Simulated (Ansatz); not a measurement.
GaN: stress against strain

GaN (wurtzite, P6_3mc, 11.371 Å³/atom at rest, c along z) under an equal strain ε in the (0001) plane with the normal axis free, as in a coherent film. PBEsol in Ansatz, a plane-wave DFT program (PAW, default set), 420 eV, 12×12×7 Γ-centred mesh, Fermi-Dirac smearing 0.05 eV; ions are relaxed within the symmetry of each cell. Stress is positive for a compressed cell.

Here s stands for strain and y for stress xx.

| strain (%) | stress xx (GPa) |
|---|---|
| -1.20 | 5.36 |
| -0.60 | 2.62 |
| 0.00 | 0.00 |
| 0.60 | -2.50 |
| 1.20 | -4.89 |
| 3.00 | ? |

The 5 complete rows are fitted with a straight line, y against s. Means: s 0, y 0.118. About the means, the sum of products is -15.372 and the sum of squares of s is 3.6000; the slope is their ratio. Least squares gives y = 0.118 - 4.2700·s. Residuals (row less fit): 0.118, -0.060, -0.118, -0.056, 0.116; standard error 0.127 (degrees of freedom: 3). The slope gives the biaxial elastic modulus of this plane = 427 ± 7 GPa.

Question: Predict the withheld y at s = 3.00 from the fit, and compare with the calculation.

Answer: y = 0.118 - 4.2700 × 3.0 = -12.692 GPa. The calculation gives -11.38 GPa, 1.312 GPa above the prediction (7.8 % of the range of y in the table). The row lies outside the fitted rows, so this is an extrapolation. From the scatter of the fitted rows alone, a prediction at this place has a standard error of 0.243 GPa, so the miss is 5.4 times that.

One order more, fitted to all 11 runs of the series, follows each within 0.01, so the miss is the next term of a smooth law. Rows are the converged runs of the series near zero and its far end; series whose fitted rows scatter by over a few per cent of the range, as at a crossing or softening among them, aren't shown in this form. Most that stay on the fit to the last digits aren't either.
